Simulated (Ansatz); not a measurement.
# Hypothetical zinc blende TiP: biaxial strain −1.13 %, plane normal [111], relaxed out of plane

Start from TiP in the zinc blende structure (space group F-43m, No. 216; a = 5.540 Å; a hypothetical phase, not in the database extracts checked; relaxed with 0.1 eV smearing). Axes: x, y, z lie along the cube axes.

One thing is altered: biaxial strain −1.13 %, plane normal [111], relaxed out of plane (Cartesian); in-plane vectors clamped, the third vector and the atoms free.

Level of theory: r2SCAN (Ansatz, a program for electronic structure, PAW, no spin-orbit coupling). Γ-centred 18×18×18 mesh, Fermi–Dirac width 0.1 eV.

```json
[
 {"quantity": "volume per atom", "base": "21.26 Å³", "changed": "21.15 Å³", "shift": "-0.11 Å³"},
 {"quantity": "space group", "base": "F-43m (No. 216)", "changed": "R3m (No. 160)", "shift": "–"},
 {"quantity": "shortest interatomic distance", "base": "2.399 Å", "changed": "2.394 Å", "shift": "-0.005 Å"},
 {"quantity": "energy relative to the base (free energy F)", "base": "0 meV/atom", "changed": "+0.9 meV/atom", "shift": "+0.9 meV/atom"},
 {"quantity": "pressure (mean of the normal stresses, compression positive)", "base": "0.0 GPa", "changed": "0.4 GPa", "shift": "+0.4 GPa"},
 {"quantity": "band gap", "base": "zero", "changed": "zero", "shift": "–"},
 {"quantity": "out-of-plane strain", "base": "–", "changed": "+1.78 %", "shift": "–"},
 {"quantity": "ratio −ε⊥/ε∥", "base": "–", "changed": "1.57", "shift": "–"},
 {"quantity": "mean in-plane stress (compression positive)", "base": "–", "changed": "+0.6 GPa", "shift": "–"}
]
```

Final structure (turned so that z lies along the plane normal):

```
TiP
1.0
    3.87328     0.00000     0.00000
    1.93664     3.35436     0.00000
    1.93664    -1.11812     3.25546
P Ti
1 1
Direct
  0.49596   0.75202   0.25606
  0.00404   0.99798   0.99394
```

Stability against distortions was not tested. All final runs are without spin polarisation. An odd electron count without spin: TiP. TiP has a high density of states at the Fermi level and may be magnetic at this level.
